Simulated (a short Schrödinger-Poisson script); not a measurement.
Stack: single GaAs/Al0.2Ga0.8As quantum well.

```
layer      material  thickness (nm)
-----  ------------  --------------
1      Al0.2Ga0.8As              20
2              GaAs              15
3      Al0.2Ga0.8As              20
```

The device is made up for the run: typed textbook-type constants, with dimensions and the other settings drawn at random. GaAs: direct gap (eV) 1.424, conduction-band edge (eV) 0, electron mass (mₑ) 0.067, heavy-hole mass 0.377, light-hole mass 0.09. Al0.2Ga0.8As: direct gap (eV) 1.673, conduction-band edge (eV) 0.158, electron mass (mₑ) 0.0836, heavy-hole mass 0.397, light-hole mass 0.108.

The valence-band edge of each layer lies one gap below its conduction-band edge. The electron's potential energy rises along the stack by the applied field. Mesh 0.03 nm at interfaces.

Problem. Estimate e1 and hh1 for infinitely high walls at zero field, and compare with the finite well.

Solution. ħ²π²/(2mL²) gives 24.9 meV for the electron and 4.4 meV for the heavy hole. The finite well gives 15.1 and 3.4 meV, 0.61 and 0.76 of the estimates, as the states reach into the barriers (2 % of e1 lies outside the well).

Solved with a short Schrödinger-Poisson script written for these runs: one-band effective-mass equation with BenDaniel-Duke matching, electrons, heavy and light holes apart, hard walls at the outer ends, one valence edge for both holes (no strain splitting), no charge, excitons, band mixing or non-parabolicity; under a field the levels are quasi-bound states of a box, listed while three quarters of their weight lies within 4 nm of the wells.
